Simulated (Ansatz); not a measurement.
B20 (FeSi-type) CoSi was calculated with PBE-D3(BJ) (Ansatz, a quantum-chemistry and plane-wave program, PAW).

Run with plane-wave cutoff 500 eV, 10×10×10 k mesh, Fermi–Dirac smearing 0.05 eV, no spin polarisation, scalar-relativistic PAW data made under PBE.

Computed at the level's own relaxed cell.

Question: Give the computed volume per atom and equilibrium lattice constant a.

Answer: 
* **volume per atom**: 10.51 Å³/atom
* **equilibrium lattice constant a**: 4.381 Å

Measured, for comparison: equilibrium volume per atom 10.97 Å³/atom, lattice constant a 4.444 Å (temperature not stated, not corrected to a static lattice; as tabulated in Wikipedia's data pages). Computed (rounded) less measured: equilibrium volume per atom -4.2 %, lattice constant a -1.4 %. A static lattice is as a rule a little smaller and stiffer than an uncorrected measurement, which narrows the difference in the lattice constant a and would widen misses of the other sign.

The computed numbers hold no vibrational or temperature effects.
